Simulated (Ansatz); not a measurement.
**The (100) surface of germanium, 2 pairs of surface atoms bonded, one H, on a paired Ge at depth 0.0 Å (bottom of the slab: built like the top, H on every dangling bond, free)**

The numbers are results of PBE (plane waves to 420 eV, PAW; Ansatz, an electronic-structure program), not measurements.

Slab: 41 atoms, 14.5 Å thick at the start with caps and adatoms; k 4x4x1, smearing 0.025 eV, dipole-corrected; 4 atoms held, the rest relaxed; no symmetry held; spin-polarised, no spin-orbit, no U. The slab shows no gap over 0.04 eV on its mesh. The starting moment vanished. It is one candidate, not shown to be the stable structure of the face.

```
Quantity                                             Value
-----------------------------  ---------------------------
work function of the top face                      4.62 eV
energy released by relaxation                      1.51 eV
cost                           around 5 core-hours (rough)
```
